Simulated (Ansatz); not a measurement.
## WC (model structure, started from the CoSn type, P6/mmm, No. 191, 6 atoms in the cell)

Computed with PBEsol in Ansatz (plane waves, PAW).

Run with plane-wave cutoff 500 eV, 12×12×10 k mesh (along the axes of the cell as run), Fermi–Dirac smearing 0.05 eV, no spin polarisation, scalar-relativistic PAW data made under PBE.

Cell (relaxed at this level):

```
CELL_PARAMETERS angstrom
      5.24267     0.00000     0.00000
     -2.62133     4.54028     0.00000
      0.00000     0.00000     3.07254
ATOMIC_POSITIONS crystal
  W  0.50000 0.00000 0.00000
  W  0.50000 0.50000 0.00000
  W  0.00000 0.50000 0.00000
  C  0.00000 0.00000 0.00000
  C  0.33333 0.66667 0.50000
  C  0.66667 0.33333 0.50000
```

```
Item      Result
--------  ------
band gap    none
```

Note: the relaxation could raise the start's symmetry but not lower it, so the cell can be a saddle point.

Spin–orbit coupling is not included.

Computed values are for the static lattice.

A model structure was made by putting elements into a prototype or built by hand; it is no filed structure, need not be a known phase, and can be a saddle point held by its symmetry.

Ansatz is an electronic-structure program.
